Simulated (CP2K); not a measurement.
Band structure of AlP (F-43m, 2 atoms in the cell).

```xyz
2
Lattice="3.8077 0.0000 0.0000 1.9038 3.2975 0.0000 1.9038 1.0992 3.1089" Properties=species:S:1:pos:R:3 pbc="T T T"
Al     0.0000     0.0000     0.0000
P      5.7115     3.2975     2.3317
```

Computed with PBE, GPW, DZVP-MOLOPT-SR-GTH basis, GTH-PBE potentials (GTH_POTENTIALS) (CP2K 2026.2).

Settings: CUTOFF = 400 Ry; REL_CUTOFF = 50 Ry; SMEAR/METHOD = FERMI_DIRAC; ELECTRONIC_TEMPERATURE = 580.23 K; KPOINTS/SCHEME = MONKHORST-PACK 9 9 9; XC_FUNCTIONAL = PBE; Al/BASIS_SET = DZVP-MOLOPT-SR-GTH; Al/POTENTIAL = GTH-PBE-q3; P/BASIS_SET = DZVP-MOLOPT-SR-GTH; P/POTENTIAL = GTH-PBE-q5; METHOD = GPW; EPS_DEFAULT = 1e-11; EXTRAPOLATION = USE_GUESS; NGRIDS = 5.

The starting cell comes from a database of computed structures (which also holds hypothetical and non-ambient phases and stackings), without a prior relaxation at this level. Its lattice was rescaled by a random factor within 2.5 % of one. Values carry the incompleteness of an atom-centred basis.

Question: Predict the gap along the standard path and the places of the band edges.

Answer: The gap along the path is 1.53 eV, from Γ to X; the smallest direct gap on it is 3.67 eV.

Levels in eV from the top of the valence band on the SCF mesh, bands 1 to 5:
| point | 1 | 2 | 3 | 4 | 5 |
|---|---|---|---|---|---|
| Γ | -11.73 | 0.00 | 0.00 | 0.00 | 3.67 |
| X | -9.27 | -5.45 | -2.18 | -2.18 | 1.53 |
| W | -9.22 | -5.03 | -3.34 | -2.95 | 4.40 |
| K | -9.30 | -5.15 | -3.59 | -1.80 | 2.46 |
| L | -9.97 | -5.72 | -0.78 | -0.78 | 3.00 |
| U | -9.30 | -5.15 | -3.59 | -1.80 | 2.46 |

Higher empty bands are left out: an atom-centred basis made for the valence describes them poorly.
